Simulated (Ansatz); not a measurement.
The parent structure is NaI in the rock salt structure (space group Fm-3m, No. 225; a = 6.4021 Å).

Structures relaxed with PBEsol, PAW, 420 eV (Ansatz, a first-principles code; scalar-relativistic without spin-orbit coupling).

Base:

Simulated powder pattern, Cu Kα1, λ = 1.54056 Å (kinematic, ideal powder, no thermal factors, no anomalous dispersion; the 14 strongest lines at most, above 2 %, up to 2θ = 90°):

```
2θ (°)  I/Imax (%)    hkl
------  ----------  -----
24.06           87  (111)
27.85          100  (200)
39.79           76  (220)
47.04           42  (311)
49.26           27  (222)
57.54           12  (400)
63.26           18  (331)
65.11           34  (420)
72.23           25  (422)
77.39           14  (511)
85.78          7.9  (440)
```

One thing is altered: an isotropic linear strain of −0.50 %, atoms relaxed at fixed cell.

Problem. Where do the lines fall after the change?

Solution. 
Simulated powder pattern, Cu Kα1, λ = 1.54056 Å (kinematic, ideal powder, no thermal factors, no anomalous dispersion; the 14 strongest lines at most, above 2 %, up to 2θ = 90°):

```json
[
 {"2θ (°)": "24.18", "d (Å)": "3.678", "I/Imax (%)": "87", "hkl": "(111)"},
 {"2θ (°)": "27.99", "d (Å)": "3.185", "I/Imax (%)": "100", "hkl": "(200)"},
 {"2θ (°)": "40.00", "d (Å)": "2.252", "I/Imax (%)": "75", "hkl": "(220)"},
 {"2θ (°)": "47.29", "d (Å)": "1.921", "I/Imax (%)": "42", "hkl": "(311)"},
 {"2θ (°)": "49.53", "d (Å)": "1.839", "I/Imax (%)": "27", "hkl": "(222)"},
 {"2θ (°)": "57.85", "d (Å)": "1.593", "I/Imax (%)": "12", "hkl": "(400)"},
 {"2θ (°)": "63.62", "d (Å)": "1.461", "I/Imax (%)": "18", "hkl": "(331)"},
 {"2θ (°)": "65.47", "d (Å)": "1.424", "I/Imax (%)": "34", "hkl": "(420)"},
 {"2θ (°)": "72.65", "d (Å)": "1.300", "I/Imax (%)": "25", "hkl": "(422)"},
 {"2θ (°)": "77.85", "d (Å)": "1.226", "I/Imax (%)": "14", "hkl": "(511)"},
 {"2θ (°)": "86.32", "d (Å)": "1.126", "I/Imax (%)": "7.9", "hkl": "(440)"}
]
```

The indices refer to the base's conventional cell; one index is shown for lines that coincide.

No phonon test of stability was made.
